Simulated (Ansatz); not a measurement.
# Pressure series in CoSi2

Start from CoSi2 (space group Fm-3m, No. 225; a = 5.315 Å; non-magnetic).

Cell and atoms are relaxed at each pressure.

All numbers come from Ansatz (a program for electronic structure), r2SCAN, PAW, cutoff 500 eV, without spin-orbit coupling, earlier PAW set.

```tsv
pressure (GPa)	volume per atom (Å³/atom)
-2	12.640
-1	12.574
0	12.510
1.8	12.398
9	12.001
18	11.585
30	?
45	10.659
60	10.272
```

Q: Fit the third-order Birch–Murnaghan form P(V) = (3B₀/2)[(V₀/V)^(7/3) − (V₀/V)^(5/3)]·[1 + (3/4)(B₀′ − 4)((V₀/V)^(2/3) − 1)] (squares taken in P) to the rows shown and predict the withheld row.

A: Least squares on the printed values gives V₀ = 12.510 Å³/atom, B₀ = 199 GPa, B₀′ = 4.3; this predicts 11.126 Å³/atom, and the run gives 11.127 Å³/atom, in agreement.

Load acts through the strain it causes; cell and atoms are relaxed under it. Stability against distortions was not tested. No other phases were tried under pressure. Seeded moments were not kept for the base. All final runs are without spin polarisation. An odd electron count without spin: CoSi2.
